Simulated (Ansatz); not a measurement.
An Ansatz (a first-principles code) run: Ta with a change (Ta → Re); PBEsol in Ansatz (plane waves to 420 eV, PAW, without spin-orbit coupling), earlier PAW set.

Input:

Ansatz 0.2 input:
```yaml
crystal:
  lattice:
    - [-1.5426495399, 1.5426495399, 1.5426495399]
    - [1.5426495399, -1.5426495399, 1.5426495399]
    - [1.5426495399, 1.5426495399, -1.5426495399]
  atoms:
    - { symbol: Re, position: [0, 0, 0] }
basis: { ecutwfc: 420, ecutrho_ratio: 4, xc_grid: 2, fft_grid_basis: typed }
kpoints: { mp_grid: { grid: [21, 21, 21] } }
hamiltonian:
  xc: pbesol
  dispersion: none
  pseudopotentials: { azcp: { folder: ./paw }, kind: paw }
scf: { occupations: { method: fermi_dirac, width: 0.05 }, convergence: { dr2_threshold: 0.0000000001 } }
output: { forces: true, stress: true }
checkpoint: { write: state.ck, write_every: 1000 }
```

Output:

```
Pseudopotentials: kind: paw
Pseudopotential: Re, paw, valence charge 15
Functional definition: PBEsol
Crystal: 1 atoms, lattice volume = 14.685 Å³
Basis set: ecut = 420 eV, 321 PW (Γ), exchange–correlation on 36×36×36 points (8 copies of the dense FFT grid, shifted against one another)
Bands: 12, of which v1, the nominal top of the filled ones, is band 8 counted from 1 (7 counted from 0)
Symmetry: 48 space group operations
Space group: Im-3m (ITA 229), of the structure as read, at distance tolerance 2.4e-5 Å
k-points: 286 of 9261
PAW frozen core: Re, regenerated for the run's functional, and the local potential with it
Initial density: superposition of atomic densities (chi_scale 0.1, normalization cell)
Initial wavefunctions: pseudopotential atomic-orbital guess
Eigensolver: davidson
Functional: x = pbesol(κ = 0.804, μ = 0.12345679012345678), c = pbesol(β = 0.046)
SCF iter   1: F=—  HF=-10738.276710 eV  |F-HF|=—  |Δ(HF+E_count)|=         —  Δρ=7.07e-2  dr2=5.68e-1  ethr=3.10e-3  ⟨swp⟩=5.1  Hψ=17564  notcnv=0
all-band conjugate gradients solve this SCF's bands
preconditioner: auto → none
SCF iter   2: F=—  HF=-10738.063602 eV  |F-HF|=—  |Δ(HF+E_count)|=   2.13e-1  Δρ=2.40e-2  dr2=2.76e-2  ethr=3.10e-3  ⟨swp⟩=2.9  Hψ=8349  notcnv=0  defer=27
SCF iter   3: F=—  HF=-10738.057163 eV  |F-HF|=—  |Δ(HF+E_count)|=   6.44e-3  Δρ=8.21e-3  dr2=2.78e-3  ethr=1.84e-4  ⟨swp⟩=1.9  Hψ=3794  notcnv=0  defer=27
SCF iter   4: F=—  HF=-10738.056506 eV  |F-HF|=—  |Δ(HF+E_count)|=   6.57e-4  Δρ=2.56e-4  dr2=1.89e-6  ethr=1.85e-5  ⟨swp⟩=1.0  Hψ=3405  notcnv=0  defer=27
SCF iter   5: F=—  HF=-10738.056511 eV  |F-HF|=—  |Δ(HF+E_count)|=   4.79e-6  Δρ=5.39e-5  dr2=1.14e-7  ethr=1.26e-8  ⟨swp⟩=2.0  Hψ=5588  notcnv=0  defer=27
SCF iter   6: F=—  HF=-10738.056511 eV  |F-HF|=—  |Δ(HF+E_count)|=   4.49e-8  Δρ=8.12e-6  dr2=2.28e-9  ethr=7.60e-10  ⟨swp⟩=2.4  Hψ=4803  notcnv=0  defer=27
SCF iter   7: F=-10738.056511 eV  HF=-10738.056511 eV  |F-HF|=1.82e-12  |Δ(HF+E_count)|=   1.11e-9  Δρ=3.55e-7  dr2=5.82e-12  ethr=1.00e-12  ⟨swp⟩=4.0  Hψ=11119  notcnv=0
SCF 1 converged in 7 iterations: F = -10738.056511 eV  dr2 = 5.82e-12
SCF converged after 7 iterations
Free energy (F): -10738.056511 eV
Harris-Foulkes:  -10738.056511 eV  (|F-HF|=1.82e-12)
Internal energy: -10738.047555 eV  (E = F + TS)
E sigma→0 (E₀):  -10738.052033 eV
Entropy (-TS):   -0.008956 eV (-8.956 meV/atom)
Fermi energy:    24.875447 eV
--- Per-component energies (eV) ---
  E_band       = -72.375919
  E_kinetic    = 523.415030
  E_local      = -771.644335  (includes V_loc(G=0)·N_el)
  E_nonlocal   = 82.648242
  E_hartree    = 268.528077
  E_xc         = -354.365496
  E_vxc        = -290.171735  (∫ρ·V_xc dr)
  E_paw        = -8576.054820  (= ΣΔE_a)
  E_vpaw       = -153.679290  (= ΣTr[D̂ρ^β])
  E_aug_tail   = 0.000058  (compensation charges beyond the density's cutoff)
  E_ewald      = -1910.807636
  E_core_change = 0.233327  (= ΣΔE_core)
  E_smearing   = -0.008956  (= −TS)
  E_closure    = 0.000000  (closes the sum)
  Σ components = -10738.056511   (vs F -10738.056511, Δ=0.00e0)
  [band-id]    e_kinetic+e_local+e_nonlocal+2·e_hartree+e_vxc+e_vpaw+e_augmentation_tail = -72.375877   (vs E_band -72.375919, Δ=4.20e-5)
--- Forces (eV/Å), atoms counted from 1 ---
  atom   1  Re     0.00000000    -0.00000000     0.00000000
  max |Σ_I F_I| component: 1.97e-30 eV/Å
--- Stress (GPa, compression-positive) ---
       -0.000659      -0.000000      -0.000000
       -0.000000      -0.000659       0.000000
       -0.000000       0.000000      -0.000659
  P = ⅓ Tr σ = -0.0007 GPa (-0.007 kbar)
  The stress holds the Pulay correction. Without it, at fixed plane waves, as pw.x and ABINIT print it: P = -0.0951 GPa
  The stress includes an estimate of the error left by incomplete SCF convergence (largest component -0.0003 GPa).
--- Band table ---
  band table: none
```

Stability against distortions was not tested. All final runs are without spin polarisation. The cell was made from Ta by this change: Ta → Re; the result is a model cell, its experimental status unchecked. This is not the structure that Re has at room temperature and ambient pressure.
